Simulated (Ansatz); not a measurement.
Consider Sn in the diamond structure (space group Fd-3m, No. 227; relaxed with 0.1 eV smearing).

```xyz
2
Lattice="0.0000 3.2372 3.2372 3.2372 0.0000 3.2372 3.2372 3.2372 0.0000" Properties=species:S:1:pos:R:3 pbc="T T T"
Sn     0.0000     0.0000     0.0000
Sn     1.6186     1.6186     1.6186
```

Cartesian axes are those of the cell as printed.

Level of theory: DFT with LDA, PAW potentials and a 420 eV plane-wave cutoff in Ansatz (an electronic-structure program), no SOC.

One thing is altered: every lattice vector is stretched by 1.50 %, atoms relaxed at fixed cell.

Predict the stress tensor and what it implies for the stiffness.

Stress of the strained cell less that of the base (GPa, compression positive):
```
   -1.8     0.0     0.0
    0.0    -1.8     0.0
    0.0     0.0    -1.8
```

Then B = −ΔP/(ΔV/V₀) with ΔV/V₀ = 0.0457 gives secant stiffness values (nonlinear terms included at this strain): B ≈ 39 GPa.

As a check, the harmonic strain energy −½ V₀ Δσ:ε is 8.5 meV/atom; the computed energy rise is 9.1 meV/atom.

No phonon test of stability was made.
